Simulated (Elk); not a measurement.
Input and output of a self-consistent single point for BeS (F-43m, 2 atoms in the cell) (Elk).

Computed with Elk with PBE, all-electron FP-LAPW, Elk's shipped species files, APW+lo basis with extra local orbitals.

The change in words: lattice scaled by 0.98. Reference geometry:
```xyz
2
Lattice="0.0000 2.3959 2.3959 2.3959 0.0000 2.3959 2.3959 2.3959 0.0000" Properties=species:S:1:pos:R:3 pbc="T T T"
Be     0.0000     0.0000     0.0000
S      3.5939     3.5939     3.5939
```

Reference input (self-consistent single point, DFT, PBE, all-electron FP-LAPW, Elk's shipped species files, APW+lo basis with extra local orbitals): xctype = 20; rgkmax = 7.5; stype = 0; swidth = 0.0001 Ha; ngridk = 8 8 8; tforce = true; gmaxvr = 18 1/bohr; lmaxapw = 10; lmaxo = 8; nxlo = 2; lorbcnd = true; lradstp = 2. This run's input differs from it in these lines:

```diff
@@ -46,5 +46,5 @@
 avec
-    0.0000000000    4.5276779699    4.5276779699
-    4.5276779699    0.0000000000    4.5276779699
-    4.5276779699    4.5276779699    0.0000000000
+    0.0000000000    4.4371241838    4.4371241838
+    4.4371241838    0.0000000000    4.4371241838
+    4.4371241838    4.4371241838    0.0000000000
```

Output (repeated stretches shortened):

```
│ Self-consistent loop started │
│ Loop number : 1 │
 total energy                :     -416.854144843
│ Loop number : 2 │
 total energy                :     -416.827541132
RMS change in Kohn-Sham potential (target) :    4.950768237     (  0.1000000000E-05)
Absolute change in total energy (target)   :   0.2660371175E-01 (  0.1000000000E-03)
│ Loop number : 3 │
 total energy                :     -415.425516296
RMS change in Kohn-Sham potential (target) :    2.554261677     (  0.1000000000E-05)
Absolute change in total energy (target)   :    1.408675764     (  0.1000000000E-03)
│ Loop number : 4 │
   [... lines left out ...]
Absolute change in total energy (target)   :   0.3456026135E-03 (  0.1000000000E-03)
│ Loop number : 13 │
 total energy                :     -414.055985008
RMS change in Kohn-Sham potential (target) :   0.1352863929E-05 (  0.1000000000E-05)
Absolute change in total energy (target)   :   0.1901791289E-03 (  0.1000000000E-03)
│ Loop number : 14 │
 total energy                :     -414.055978560
RMS change in Kohn-Sham potential (target) :   0.3793642252E-06 (  0.1000000000E-05)
Absolute change in total energy (target)   :   0.5399329876E-04 (  0.1000000000E-03)
Convergence targets achieved

│ Loop number : 15 │

Energies :
 Fermi                       :     0.213047451933
 total energy                :     -414.055976529

Density of states at Fermi energy :   0.8212365995E-05
 (states/Hartree/unit cell)

Estimated indirect band gap :   0.1054595975
 from k-point      1 to k-point     27
Estimated direct band gap   :   0.2052193385
 at k-point      1

Charges :
 core                        :    12.00000000
 valence                     :    8.000000000
 interstitial                :    3.106960354
 muffin-tins (core leakage)
  species :    1 (Be)
   atom    1                 :    2.713833533     (  0.2449496659E-02)
  species :    2 (S)
   atom    1                 :    14.17920611     (  0.2327681571E-03)
 total in muffin-tins        :    16.89303965
   [... lines left out ...]
   total force               :    -0.00000000    0.00000000    0.00000000
   total magnitude           :     0.00000000
 species :    2 (S)
  atom :    1
   Hellmann-Feynman          :    -0.00000000    0.00000000    0.00000000
   IBS                       :     0.00000000   -0.00000000   -0.00000000
   total force               :     0.00000000   -0.00000000   -0.00000000
   total magnitude           :     0.00000000
```

The run converged in 15 iterations. The count includes the last loop, which Elk runs after its targets are met. Against the reference run the total energy goes up by 46.1 meV/atom and the gap on the mesh goes from 3.025 to 2.870 eV.

The starting cell comes from a database of computed structures (which also holds hypothetical and non-ambient phases and stackings), without a prior relaxation at this level. Its lattice was rescaled by a random factor within 2.5 % of one. For this run, on top of that: lattice scaled by 0.98. Values depend on the basis (sphere radii, cutoffs, local orbitals), which need not be converged.
